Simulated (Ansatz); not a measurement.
**Worked example: self-consistent single point of Ba (Im-3m, 1 atom in the cell) in Ansatz (an electronic-structure program)**

Method of the run: PBE (plane waves, PAW; Ansatz).

Input:

Ansatz 0.2 input:
```yaml
crystal:
  lattice:
    - [-2.497450, 2.497450, 2.497450]
    - [2.497450, -2.497450, 2.497450]
    - [2.497450, 2.497450, -2.497450]
  atoms:
    - { symbol: Ba, position_ang: [0.000000, 0.000000, 0.000000] }
basis:
  ecutwfc: 420.0
kpoints:
  mp_grid:
    grid: [9, 9, 9]
hamiltonian:
  xc: pbe
  pseudopotentials:
    kind: paw
scf:
  occupations:
    method: gaussian
    width: 0.1
output:
  forces: true
  eigenvalues: true
  stress: true
```

Output (repeated stretches shortened):

```
WARN ansatz: RAYON_NUM_THREADS=1 ignored (pool sized by the plan → 1); use --threads N
Pseudopotentials: kind: paw
Pseudopotential: Ba, paw, valence charge 10
Crystal: 1 atoms, lattice volume = 62.309 Å³
Basis set: ecut = 420 eV, 1205 PW (Γ), exchange–correlation on 60×60×60 points (8 copies of the dense FFT grid, shifted against one another)
Bands: 9, of which v1, the nominal top of the filled ones, is band 5 counted from 1 (4 counted from 0)
Symmetry: 48 space group operations
Space group: Im-3m (ITA 229), of the structure as read, at distance tolerance 4.0e-5 Å
k-points: 35 of 729
Initial density: superposition of atomic densities (neutral atoms: chi_scale 0, normalization atom), corrected by the library's trained network
Initial wavefunctions: pseudopotential atomic-orbital guess
Eigensolver: davidson
Functional: x = pbe(κ = 0.804, μ = 0.2195149727645171), c = pbe(β = 0.06672455060314922)
SCF iter   1: F=—  HF=-5949.541983 eV  |F-HF|=—  |Δ(HF+E_count)|=         —  Δρ=1.05e-3  dr2=1.07e-3  ethr=1.77e-3  ⟨swp⟩=7.5  Hψ=3089  notcnv=0
all-band conjugate gradients solve this SCF's bands
preconditioner: auto → Kerker (q_TF=auto, 2.011 Å⁻¹)
SCF iter   2: F=—  HF=-5949.542023 eV  |F-HF|=—  |Δ(HF+E_count)|=   3.98e-5  Δρ=7.32e-4  dr2=5.32e-4  ethr=1.07e-5  ⟨swp⟩=2.4  Hψ=706  notcnv=0
SCF iter   3: F=—  HF=-5949.542034 eV  |F-HF|=—  |Δ(HF+E_count)|=   1.06e-5  Δρ=1.15e-4  dr2=1.12e-5  ethr=5.32e-6  ⟨swp⟩=2.8  Hψ=494  notcnv=0
SCF iter   4: F=—  HF=-5949.542035 eV  |F-HF|=—  |Δ(HF+E_count)|=   1.41e-6  Δρ=4.72e-5  dr2=7.97e-7  ethr=1.12e-7  ⟨swp⟩=2.0  Hψ=493  notcnv=0
iter 5 did not close the SCF: its close was put off for the readings that it lacked (scf_convergence_deferred on its scf_iter line)
SCF iter   5: F=-5949.542036 eV  HF=-5949.542036 eV  |F-HF|=2.44e-8  |Δ(HF+E_count)|=   1.10e-6  Δρ=6.68e-6  dr2=2.79e-8  ethr=7.97e-9  ⟨swp⟩=2.5  Hψ=475  notcnv=0
SCF iter   6: F=-5949.542036 eV  HF=-5949.542036 eV  |F-HF|=1.54e-9  |Δ(HF+E_count)|=   2.62e-8  Δρ=1.36e-6  dr2=1.34e-9  ethr=2.79e-10  ⟨swp⟩=3.0  Hψ=1191  notcnv=0
SCF 1 converged in 6 iterations: F = -5949.542036 eV  dr2 = 1.34e-9
SCF converged after 6 iterations
Free energy (F): -5949.542036 eV
Harris-Foulkes:  -5949.542036 eV  (|F-HF|=1.54e-9)
Internal energy: -5949.534951 eV  (E = F + TS)
E sigma→0 (E₀):  -5949.538494 eV
Entropy (-TS):   -0.007085 eV (-7.085 meV/atom)
Fermi energy:    5.932230 eV
--- Per-component energies (eV) ---
  E_band       = -83.923088
  E_kinetic    = 166.472556
  E_local      = -374.229215  (includes V_loc(G=0)·N_el)
  E_nonlocal   = 57.112382
  E_hartree    = 118.061302
  E_xc         = -166.547032
  E_vxc        = -133.628228  (∫ρ·V_xc dr)
  E_paw        = -5225.833164  (= ΣΔE_a)
  E_vpaw       = -35.773238  (= ΣTr[D̂ρ^β])
  E_aug_tail   = -0.000002  (compensation charges beyond the density's cutoff)
  E_ewald      = -524.571778
  E_smearing   = -0.007085  (= −TS)
  E_closure    = 0.000000  (closes the sum)
  Σ components = -5949.542036   (vs F -5949.542036, Δ=0.00e0)
--- Forces (eV/Å), atoms counted from 1 ---
  atom   1  Ba     0.00000000    -0.00000000     0.00000000
  max |Σ_I F_I| component: 4.85e-31 eV/Å
--- Stress (GPa, compression-positive) ---
        0.154597      -0.000000       0.000000
        0.000000       0.154597       0.000000
       -0.000000      -0.000000       0.154597
  P = ⅓ Tr σ = 0.1546 GPa (1.546 kbar)
  The stress holds the Pulay correction. Without it, at fixed plane waves, as pw.x and ABINIT print it: P = 0.1532 GPa
--- Band table (eV; the first three rows and the last of 35) ---
  k-point 0: bands = ["-22.9321", "-7.8772", "-7.8772", "-7.8772", "3.1711", "7.7675", "7.7675", "7.7675", "9.1822"]
  k-point 1: bands = ["-22.9268", "-7.9370", "-7.8956", "-7.8776", "3.4021", "7.5732", "7.6334", "7.9917", "8.8834"]
  k-point 2: bands = ["-22.9134", "-8.0832", "-7.9415", "-7.8786", "4.0088", "7.1700", "7.1806", "8.6413", "8.8552"]
  k-point 34: bands = ["-22.8549", "-8.2080", "-8.1972", "-8.1972", "5.4271", "5.4407", "9.4555", "9.4555", "9.7205"]
```

The run converged in 6 iterations.

The starting cell has typed, rounded lattice constants, without a prior relaxation at this level. Its lattice was rescaled by up to half a per cent. Ansatz's pressure includes its estimate of the finite-basis (Pulay) stress.
